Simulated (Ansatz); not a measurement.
Take Mo in the bcc (W type) structure (space group Im-3m, No. 229; a = 3.161 Å; relaxed with 0.1 eV smearing) as the base.

Computed with plane-wave PAW DFT at the PBE level (Ansatz, a quantum-chemistry and plane-wave program, 420 eV), no SOC.

Before the change:

```
Property   Result
--------  -------
Pressure  0.0 GPa
```

One thing is altered: the cell is scaled by 1.0150 in all directions; the atoms relax in the strained cell.

What does the calculation give for the pressure and energy relative to the base after the change?

The pressure goes from zero to -10.5 GPa; the energy goes up by 25 meV/atom.

No phonon test of stability was made. The final runs are not spin-polarised.
